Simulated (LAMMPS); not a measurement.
LAMMPS 22 Jul 2025, classical MD, SNAP (Ni_Zuo_JPCA2020.snapcoeff): Ni, 500 atoms.

```yaml
task: MD, nve
potential: SNAP, Ni_Zuo_JPCA2020.snapcoeff Ni_Zuo_JPCA2020.snapparam
copies_of_the_repeat_unit: 5×5×5
shape (slab and sphere leave vacuum in the box): bulk
steps: 400
timestep: 1 fs
thermo: 50
newton: on (default)
atom_modify sort (bins of 2 Å where set): 1000 (default)
comm_style: brick (default)
box: 17.6 × 17.6 × 17.6 Å
start: generated fcc lattice, warmed in an untimed run
```

All runs start from one configuration, warmed at this fixed volume for 300 steps under a thermostat at 600 K. The run at a skin of 2 Å has a mean temperature of 620 K and a mean pressure of 3.6 GPa.

One run each, on a shared machine, so no times are given.

With neigh_modify every 1 delay 0 check yes, skins of 0.1, 0.3, 0.5, 1, 1.5, 2, 3 Å were run. Further schedules:
- skin 0.3 Å, every 1 delay 10 check yes
- skin 2 Å, every 10 delay 0 check yes
- skin 2 Å, every 100 delay 0 check no
- skin 0.3 Å, every 100 delay 0 check no
- skin 0.3 Å, every 10 delay 0 check yes
- skin 0.3 Å, every 20 delay 0 check no
- skin 1 Å, every 100 delay 0 check no

A schedule rebuilds too seldom if it shows a dangerous build, rebuilds less often than the check at every step does at that skin, or fails.

**Question.** Which schedules can miss pairs here, and how do rebuilds depend on the skin?

**Answer.** With the check at every step the rebuilds are 83 at 0.1 Å, 29 at 0.3 Å, 17 at 0.5 Å, 7 at 1 Å, 0 at 1.5 Å, 0 at 2 Å, 0 at 3 Å. Too seldom: skin 0.3 Å, every 100 delay 0 check no; skin 0.3 Å, every 10 delay 0 check yes; skin 0.3 Å, every 20 delay 0 check no; skin 1 Å, every 100 delay 0 check no.

| setting | rebuilds | dangerous builds | list entries an atom | change of the total energy (meV/atom) |
|---|---|---|---|---|
| skin 0.1 Å, every 1 delay 0 check yes | 83 | — | 21.9 | +0.0016 |
| skin 0.3 Å, every 1 delay 0 check yes | 29 | — | 36.0 | +0.0016 |
| skin 0.5 Å, every 1 delay 0 check yes | 17 | — | 41.7 | +0.0016 |
| skin 1 Å, every 1 delay 0 check yes | 7 | — | 51.9 | +0.0016 |
| skin 1.5 Å, every 1 delay 0 check yes | 0 | — | 68.1 | +0.0016 |
| skin 2 Å, every 1 delay 0 check yes | 0 | — | 81.9 | +0.0016 |
| skin 3 Å, every 1 delay 0 check yes | 0 | — | 138 | +0.0016 |
| skin 0.3 Å, every 1 delay 10 check yes | 29 | 0 | 36.0 | +0.0016 |
| skin 2 Å, every 10 delay 0 check yes | 0 | 0 | 81.9 | +0.0016 |
| skin 2 Å, every 100 delay 0 check no | 4 | not counted | 81.9 | +0.0016 |
| skin 0.3 Å, every 100 delay 0 check no | 4 | not counted | 36.0 | +0.17 |
| skin 0.3 Å, every 10 delay 0 check yes | 20 | 0 | 36.0 | +0.0016 |
| skin 0.3 Å, every 20 delay 0 check no | 20 | not counted | 36.0 | +0.0016 |
| skin 1 Å, every 100 delay 0 check no | 4 | not counted | 51.9 | +0.0016 |

Where the energy changes as in the checked runs, the late rebuilds cost nothing that shows in this run. List entries are as LAMMPS prints them (Ave neighs/atom).
